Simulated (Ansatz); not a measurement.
Given:

```
CELL_PARAMETERS angstrom
      4.15371     0.00000     0.00000
      0.00000     4.15371     0.00000
      2.07686    -2.07686     2.91971
ATOMIC_POSITIONS crystal
  Pb 0.00000 0.00000 0.00000
  S  0.50000 0.50000 0.00000
```

No spin polarisation.

All numbers come from Kohn–Sham DFT with the LDA functional, run in Ansatz (a first-principles code) with PAW and 420 eV plane waves, no spin-orbit coupling. Settings: 10×10×10 k-points, 0.05 eV Fermi–Dirac smearing.

### Question
Predict the band gap, gap character and pressure.

### Answer
The band gap is 0.10 eV, the gap character comes out as direct at N and the pressure (mean of the normal stresses, compression positive) is -5.6 kbar.

Spin-orbit coupling, missing from the scalar runs, can matter with Pb. The cells carry an imposed strain or load. Stability against distortions was not tested. The cell was made from PbS in the rock salt structure (space group Fm-3m, No. 225) by this change: biaxial strain +0.50 %, plane normal [001], relaxed out of plane. The zero or small gap of PbS can change with the level of theory.
